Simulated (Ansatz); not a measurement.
System: rock-salt NaH. Method: PBEsol (Ansatz, a first-principles code, PAW).

A relaxed, unreconstructed slab of the (100) face has 12 atoms, two equal faces of 11.475 Å² each and an energy of -8951.1360 eV. A bulk cell of 4 atoms with the same orientation and in-plane k mesh has -2983.8242 eV. Energies are extrapolated to zero smearing.

Numerical settings: plane-wave cutoff 500 eV, 8×8×1 k mesh (along the axes of the cell as run), gaussian smearing 0.02 eV, scalar-relativistic PAW data made under PBE.

Worked out: γ = (E_slab − N E_bulk per atom)/2A = [-8951.1360 − 12 × (-2983.8242/4)]/(2 × 11.475) = 0.0147 eV/Å². With 16.022 J/m² per eV/Å² this is 0.23 J/m², or 0.17 eV per surface cell and face.
